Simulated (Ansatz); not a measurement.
Base system: AgCl in the rock salt structure (space group Fm-3m, No. 225).

Space group Fm-3m (No. 225); a = 5.6115 Å, b = 5.6115 Å, c = 5.6115 Å, α = 90.00°, β = 90.00°, γ = 90.00°

```json
[
 {"atom": "Ag", "site": "4a", "symmetry": "m-3m", "x": "0.0000", "y": "0.0000", "z": "0.0000"},
 {"atom": "Cl", "site": "4b", "symmetry": "m-3m", "x": "0.5000", "y": "0.5000", "z": "0.5000"}
]
```
(The calculation used a cell of 2 atoms; values per cell refer to that cell.)

Calculations: plane-wave PAW DFT at the PBE level (Ansatz, a program for electronic structure, 420 eV), no SOC.

Base values:

| Item | Value |
|---|---|
| Valley order | Γ 0.92 eV; X along ⟨100⟩ 2.43 eV |
| Pressure | 0.00 GPa |
| Width of the top valence band | 2.17 eV |

Now apply this change: an isotropic linear strain of −0.50 %, atoms relaxed at fixed cell.

What happens to the mean gap deformation potential ΔEg/Δln V, energy relative to the base, valley order, pressure and width of the top valence band?

The mean gap deformation potential ΔEg/Δln V amounts to +0.4 eV; the energy rises by 0.7 meV/atom; the valley order (the lowest conduction-band minima on the path, energy above the VBM, named in the base's zone) becomes Γ 0.92 eV; X along ⟨100⟩ 2.41 eV (base: Γ 0.92 eV; X along ⟨100⟩ 2.43 eV); the pressure goes from zero to 0.66 GPa; the width of the top valence band goes up by 0.061 eV to 2.24 eV.

No phonon test of stability was made.
